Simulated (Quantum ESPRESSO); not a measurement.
Quantum ESPRESSO is run on Mg2Zn (C2/c, 6 atoms in the cell), and the run fails. The aim is a self-consistent single point with DFT, PBEsol, plane waves, SSSP 1.1.2 efficiency (PBE) pseudopotentials.

Cell that was meant: a = 5.0380 Å, b = 5.0380 Å, c = 5.8124 Å, α = 118.02°, β = 118.02°, γ = 60.27°.

Part of the input:

```fortran
  occupations = 'smearing',
  smearing = 'fd',
  degauss = 0.0099958,
  nbnd = 24,
  input_dft = 'pbesol',
/
&ELECTRONS
```

Output (repeated stretches shortened):

```
     Self-consistent Calculation

     iteration #  1     ecut=    50.00 Ry     beta= 0.70

 %%%%%%%%%%%%%%%%%%%%%%%%%%%%%%%%%%%%%%%%%%%%%%%%%%%%%%%%%%%%%%%%%%%%%%%%%%%%%%
     Error in routine efermig (1):
     internal error, cannot bracket Ef
 %%%%%%%%%%%%%%%%%%%%%%%%%%%%%%%%%%%%%%%%%%%%%%%%%%%%%%%%%%%%%%%%%%%%%%%%%%%%%%

     stopping ...
```

Question: From the messages shown, name the fault and mend the input.

Answer: The fault is too few bands; here the program stops on it instead of giving results. To fix it, raise the band count or leave it to the default. The program stopped with an error at about iteration 1.

An input that runs soundly differs in these lines (not the only fix; some lines may just follow from the change or write a value another way):
```diff
-  nbnd = 24,
```

With that input, the run converged in 11 iterations: free energy E − TS -14330.2582 eV; Fermi level (on the code's own zero) 7.06 eV; pressure 2.65 GPa; largest force (vector length) 0.046 eV/Å (DFT, PBEsol, plane waves, SSSP 1.1.2 efficiency (PBE) pseudopotentials).

On the sound input: the starting cell comes from a database of computed structures (which also holds hypothetical and non-ambient phases and stackings), without a prior relaxation at this level. Its lattice was rescaled by a random factor within 2.5 % of one.
